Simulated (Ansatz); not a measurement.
Amorphous silicon oxynitride (Si₃₀N₃₈O₃), 71 atoms at 2.93 g/cm³, one PBE-relaxed geometry, zone centre. Methods: PBE, scalar-relativistic without spin-orbit coupling (Ansatz, a quantum-chemistry and plane-wave program); r2SCAN, scalar-relativistic without spin-orbit coupling (Ansatz); HSE06, scalar-relativistic without spin-orbit coupling (Ansatz). Plane waves to 420 eV (r2SCAN 500 eV); exact exchange is cut at the cell's faces. At PBE the levels at the filled edge of the gap are localised (band-tail or defect states), and the nearest spread-out levels lie 3.0 eV apart at the zone centre. The higher rungs were started with moments on some atoms, which died out.

It comes from a melt-quench run on a machine-learned potential (CHGNet), relaxed afterwards by DFT. O and N atoms were pushed apart under 1.9 Å during the dynamics, to hinder bonds among them. The hot cell started wider than the set density and was brought back towards it in steps. It is the lowest in DFT energy of 2 quenches. It is a model cell: composition and starting density were chosen by hand, and all elements were melted together. No dispersion term was used. Its density started from a set value of 2.93 and ended at 2.93 g/cm³. The quench (nominally 300 K/ps over its main leg) was far faster than any real one, so the model tends to hold more defects than a real film. One small periodic cell is one sample of the glass; other quenches scatter about these values. The volume was held where the preparation left it and the shape relaxed, at a PBE pressure of 1.9 GPa. Stress components on the final sampling reach 2.0 GPa.

The relaxation ran on the zone centre alone. At PBE the level gap is 2.56 eV on a 2×2×2 Γ-centred mesh, and the spacing at the zone centre alone 2.68 eV.

What zone-centre spacing does r2SCAN give, roughly?

3.12 eV (+0.45 eV against PBE).

What zone-centre spacing does HSE06 give, roughly?

4.06 eV (+1.38 eV against PBE).

The highest filled and the lowest empty state spread over these numbers of atoms (participation numbers): PBE: 8.7 and 13.4; r2SCAN: 9.3 and 14.2; HSE06: 8.8 and 13.0.
